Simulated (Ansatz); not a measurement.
Element substitutions in GaN

Take GaN in the zinc blende structure (space group F-43m, No. 216; a = 4.5485 Å) as the base.

Each row replaces one element on all its sites; cell and atoms are relaxed.

Computed with Kohn–Sham DFT with the PBE functional, run in Ansatz (a first-principles code) with PAW and 420 eV plane waves, spin-orbit coupling left out.

Problem. Only one of these has no band gap. Which?
(A) Ga → B
(B) N → Sb
(C) Ga → Al

Solution. B, N → Sb. Computed: N → Sb: zero; Ga → B: 4.46 eV; Ga → Al: 3.31 eV

With Sb present, leaving out spin-orbit coupling can change the band edges. Whether these cells are dynamically stable was not tested. All final runs are without spin polarisation. This is not the structure that GaN has at room temperature and ambient pressure. This is not the structure that AlN has at room temperature and ambient pressure. A zero or small gap of GaSb can be the functional's error rather than a property of the material.
